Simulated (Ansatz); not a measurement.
# What pressure 1.5 GPa does to YAl3

Consider YAl3 (space group P6_3/mmc, No. 194; a = 6.208 Å, c = 4.593 Å; a cell from a computed database, its experimental status unchecked).

The change: a hydrostatic pressure of 1.5 GPa.

Method: PBEsol (Ansatz, a first-principles code), spin-orbit coupling left out. Settings: 9×9×10 k-points, 0.05 eV Fermi–Dirac smearing.

- Volume per atom = 18.80 Å³ (base 19.16 Å³)
- Density = 3.75 g/cm³ (base 3.68 g/cm³)
- c/a ratio = 0.742 (base 0.740)
- Shortest interatomic distance = 274.5 pm (base 275.4 pm)
- Enthalpy H = E + PV relative to the base's energy = +0.18 eV/atom
- Band gap = zero (base zero)

Final structure:

```
YAl3
1.0
    6.16286     0.00000     0.00000
   -3.08143     5.33720     0.00000
    0.00000     0.00000     4.57230
Y Al
2 6
Direct
  0.33333   0.66667   0.75000
  0.66667   0.33333   0.25000
  0.14849   0.29698   0.25000
  0.85151   0.70302   0.75000
  0.85151   0.14849   0.75000
  0.14849   0.85151   0.25000
  0.70302   0.85151   0.25000
  0.29698   0.14849   0.75000
```

Load acts through the strain it causes; cell and atoms are relaxed under it. No phonon test of stability was made. All final runs are without spin polarisation.
